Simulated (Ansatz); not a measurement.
The parent structure is MgO in the rock salt structure (space group Fm-3m, No. 225; a = 4.214 Å). Axes: x, y, z lie along the cube axes.

Now apply this change: tensor shear ε_xy = +2.50 % (engineering shear γ = 0.0500); the atoms relax in the strained cell.

Levels (all Ansatz, an electronic-structure program, PAW): PBEsol (420 eV, scalar-relativistic without spin-orbit coupling); r2SCAN (500 eV, scalar-relativistic without spin-orbit coupling); HSE06 (420 eV, without spin-orbit coupling).

At the geometry relaxed with PBEsol, these levels gave the following band gaps, in shuffled order: (a) 4.40 eV, (b) 6.25 eV, (c) 5.39 eV.

**Question.** Match each gap to its level.

**Answer.** (a) PBEsol; (b) HSE06; (c) r2SCAN.

Single points use the geometry relaxed with PBEsol. No phonon test of stability was made. The base started in P3_121 and relaxed to Fm-3m at this level.
